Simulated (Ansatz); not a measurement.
Input and output of a self-consistent single point for PdS (P-6m2, 2 atoms in the cell) (Ansatz, a program for electronic structure)

Method: PBEsol, harder PAW files (source: ansatz) made with PBE (plane waves; Ansatz).

The input file:

Ansatz 0.2 input:
```yaml
# PdS
crystal:
  lattice:
    - [3.321872, 0.000000, 0.000000]
    - [-1.660936, 2.876825, 0.000000]
    - [0.000000, 0.000000, 3.241982]
  atoms:
    - { symbol: Pd, position: [0.000000, 0.000000, 0.000000] }
    - { symbol: S, position: [0.666667, 0.333333, 0.500000] }
basis:
  ecutwfc: 600.0
kpoints:
  mp_grid:
    grid: [8, 8, 7]
hamiltonian:
  xc: pbesol
  pseudopotentials:
    kind: paw
    source: ansatz
scf:
  occupations:
    method: cold
    width: 0.1
output:
  forces: true
  eigenvalues: true
  stress: true
```

Output, abridged:

```
WARN the atoms were moved onto the symmetric positions of the space group found under crystal.symmetry.tolerance 1.0e-5 (fractional …
WARN ansatz: RAYON_NUM_THREADS=1 ignored (pool sized by the plan → 1); use --threads N
Pseudopotentials: kind: paw
Pseudopotential: Pd, paw, valence charge 18
Pseudopotential: S, paw, valence charge 6
Crystal: 2 atoms, lattice volume = 30.982 Å³
Basis set: ecut = 600 eV, 1057 PW (Γ), exchange–correlation on 60×60×60 points (8 copies of the dense FFT grid, shifted against one another)
Bands: 16, of which v1, the nominal top of the filled ones, is band 12 counted from 1 (11 counted from 0)
Symmetry: 12 space group operations
Space group: P-6m2 (ITA 187), of the structure as read, at distance tolerance 3.1e-5 Å
k-points: 40 of 448 (time reversal used)
PAW frozen core: Pd, regenerated for the run's functional, and the local potential with it
PAW frozen core: S, regenerated for the run's functional, and the local potential with it
Initial density: superposition of atomic densities (chi_scale 0.1, normalization cell, long waves kept (reshape's long-wave potential 0.00 eV rms))
Initial wavefunctions: pseudopotential atomic-orbital guess
Eigensolver: davidson
Functional: x = pbesol(κ = 0.804, μ = 0.12345679012345678), c = pbesol(β = 0.046)
SCF iter   1: F=—  HF=-7794.340011 eV  |F-HF|=—  |Δ(HF+E_count)|=         —  Δρ=1.27e-1  dr2=6.83e0  ethr=3.10e-3  ⟨swp⟩=6.2  Hψ=4049  notcnv=0
all-band conjugate gradients solve this SCF's bands
preconditioner: auto → none
SCF iter   2: F=—  HF=-7793.551501 eV  |F-HF|=—  |Δ(HF+E_count)|=   7.89e-1  S|Δr|=    0.00e0  Δρ=7.90e-2  dr2=2.86e0  ethr=3.10e-3  ⟨swp⟩=2.7  Hψ=1270  notcnv=0
SCF iter   3: F=—  HF=-7792.971334 eV  |F-HF|=—  |Δ(HF+E_count)|=   5.80e-1  S|Δr|=    0.00e0  Δρ=9.49e-3  dr2=2.22e-2  ethr=3.10e-3  ⟨swp⟩=2.8  Hψ=1109  notcnv=0
SCF iter   4: F=—  HF=-7792.970015 eV  |F-HF|=—  |Δ(HF+E_count)|=   1.32e-3  S|Δr|=    0.00e0  Δρ=2.29e-3  dr2=5.98e-4  ethr=9.26e-5  ⟨swp⟩=2.2  Hψ=1309  notcnv=0
SCF iter   5: F=—  HF=-7792.970056 eV  |F-HF|=—  |Δ(HF+E_count)|=   4.15e-5  S|Δr|=    0.00e0  Δρ=2.00e-4  dr2=8.61e-6  ethr=2.49e-6  ⟨swp⟩=2.8  Hψ=1121  notcnv=0
SCF iter   6: F=—  HF=-7792.970060 eV  |F-HF|=—  |Δ(HF+E_count)|=   3.81e-6  S|Δr|=    0.00e0  Δρ=3.05e-5  dr2=1.00e-7  ethr=3.59e-8  ⟨swp⟩=2.5  Hψ=957  notcnv=0
SCF iter   7: F=-7792.970060 eV  HF=-7792.970060 eV  |F-HF|=6.03e-9  |Δ(HF+E_count)|=   3.00e-8  S|Δr|=    0.00e0  Δρ=5.15e-6  dr2=8.59e-9  ethr=4.17e-10  ⟨swp⟩=6.6  Hψ=2912  notcnv=0
SCF 1 converged in 7 iterations: F = -7792.970060 eV  dr2 = 8.59e-9
SCF converged after 7 iterations
Stability not checked (fill_not_monotonic)
Free energy (F): -7792.970060 eV
Harris-Foulkes:  -7792.970060 eV  (|F-HF|=6.03e-9)
Internal energy: -7792.968413 eV  (E = F + TS)
E sigma→0 (E₀):  -7792.969511 eV
Entropy (-TS):   -0.001647 eV (-0.823 meV/atom)
Fermi energy:    14.236538 eV
--- Per-component energies (eV) ---
  E_band       = -208.755899
  E_kinetic    = 874.122557
  E_local      = -3609.890935  (includes V_loc(G=0)·N_el)
  E_nonlocal   = 1215.226977
  E_hartree    = 1086.189265
  E_xc         = -314.831673
  E_vxc        = -374.215410  (∫ρ·V_xc dr)
  E_paw        = -4333.236690  (= ΣΔE_a)
  E_vpaw       = -486.380517  (= ΣTr[D̂ρ^β])
  E_aug_tail   = 0.000008  (compensation charges beyond the density's cutoff)
  E_ewald      = -2710.912816
  E_core_change = 0.364894  (= ΣΔE_core)
  E_smearing   = -0.001647  (= −TS)
  E_closure    = -0.000000  (closes the sum)
  Σ components = -7792.970060   (vs F -7792.970060, Δ=0.00e0)
--- Forces (eV/Å), atoms counted from 1 ---
  atom   1  Pd    -0.00000000     0.00000000     0.00000000
  atom   2  S     -0.00000000    -0.00000000     0.00000000
  max |Σ_I F_I| component: 1.94e-16 eV/Å
--- Stress (GPa, compression-positive) ---
        2.009069       0.000000       0.000000
        0.000000       2.009069       0.000000
        0.000000       0.000000       0.219759
  P = ⅓ Tr σ = 1.4126 GPa (14.126 kbar)
  The stress holds the Pulay correction. Without it, at fixed plane waves, as pw.x and ABINIT print it: P = 1.4030 GPa
--- Band table (eV; the first three rows and the last of 40) ---
  k-point 0: bands = ["-70.4620", "-36.2809", "-36.1824", "-36.1824", "-1.1387", "9.6835", "9.6835", "9.7118", "11.5631", "11.5631", "11.7763", "14.8538", "14.8538", "17.0271", "21.5773", "22.3813"]
  k-point 1: bands = ["-70.4617", "-36.2882", "-36.1818", "-36.1818", "-0.9350", "9.1681", "9.7747", "9.7747", "11.3063", "11.3063", "11.4950", "14.9372", "14.9372", "17.8628", "22.2823", "22.6507"]
  k-point 2: bands = ["-70.4609", "-36.3044", "-36.1805", "-36.1805", "-0.4057", "7.6441", "9.9465", "9.9465", "10.9124", "10.9124", "11.7516", "14.8831", "14.8831", "19.1253", "23.3020", "23.6177"]
  k-point 39: bands = ["-70.4577", "-36.3107", "-36.2110", "-36.2007", "1.0761", "7.4592", "7.7913", "9.4155", "11.2417", "12.3022", "12.7138", "13.6914", "15.1212", "16.9315", "18.4083", "22.7946"]
```

The run converged in 7 iterations.

The starting cell was generated: these elements placed on a structure prototype, without a prior relaxation; it need not be a known phase or ordering of this composition. Spin polarisation is off. Ansatz's pressure includes its estimate of the finite-basis (Pulay) stress.
